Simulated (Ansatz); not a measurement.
Structures of equal composition on the (111) surface of germanium: Si on one of 1 atoms of the third shell, H on every dangling bond; Si on all surface atoms, H on every dangling bond; Si on all atoms bonded under the surface atoms, H on every dangling bond. The slabs share one bottom face, and each structure is named by its start. These are constructed structures in small cells; real faces may alloy, dewet or reconstruct in larger ones, and not all known structures of the face are among them. Slabs of about 15 Å with all that they carry, Fermi-Dirac smearing of 0.025 eV. Bottom of the slabs: built like the top, H on every dangling bond, free. Relaxed from the named starts with such symmetry as they have, on meshes of like density; energies extrapolated to zero smearing; no spin-orbit coupling, no U. Spin-polarised runs, if any, are marked in brackets, and their order is one that fits the cell; the others ran without spin.

Computed with PBE (plane waves to 420 eV, PAW; Ansatz, a first-principles code).

**Question.** Put the candidates in order of energy per 1x1 cell, lowest first, for PBE.

**Answer.** Si on all surface atoms, H on every dangling bond (0.000 eV), Si on all atoms bonded under the surface atoms, H on every dangling bond (0.128 eV), Si on one of 1 atoms of the third shell, H on every dangling bond (0.139 eV)
